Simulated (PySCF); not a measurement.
PySCF 2.14.0, MP2 (frozen core)/cc-pvdz: O=C[SiH]1CC=CC1, 15 atoms. The geometry is a generated start, not checked to be a minimum at this level.

| Item | Result |
|---|---|
| task | mp2 |
| basis | cc-pvdz |
| two-electron scheme | exact four-centre integrals |
| frozen core | true |
| mf.init_guess | minao (default) |
| mf.DIIS | CDIIS (default) |
| mf.diis_space | 8 (default) |
| mf.conv_tol | 1e-09 (default) |
| basis functions (reference run) | 142 |

On 4 threads, 1 BLAS thread. Build: conda-forge: OpenMP (GNU), OpenBLAS with its own threads, libcint, Libxc. Single runs; times are not shown.

Values of mol.max_memory tried: 8000 MB, 4000 MB, 2000 MB, 1000 MB, 500 MB, 300 MB, 200 MB.

Which of these memory settings still run, and by which path?

It runs down to 200 MB, the lowest tried, with the same result. At 8000 MB: SCF integrals in memory, transformation in memory. From 500 MB down: direct SCF, transformation through a file.

| mol.max_memory | path | peak memory |
|---|---|---|
| 8000 MB | SCF integrals in memory, transformation in memory | 0.69 GiB |
| 4000 MB | SCF integrals in memory, transformation in memory | 0.70 GiB |
| 2000 MB | SCF integrals in memory, transformation in memory | 0.70 GiB |
| 1000 MB | SCF integrals in memory, transformation in memory | 0.70 GiB |
| 500 MB | direct SCF, transformation through a file | 0.52 GiB |
| 300 MB | direct SCF, transformation through a file | 0.52 GiB |
| 200 MB | direct SCF, transformation through a file | 0.53 GiB |

Peak memory is the kernel's count for the largest process, libraries included and scratch files not. The peak passes the setting at 500 MB, 300 MB, 200 MB: it is no hard cap. MP2's transformation through a file may take 2000 MB even at lower settings.
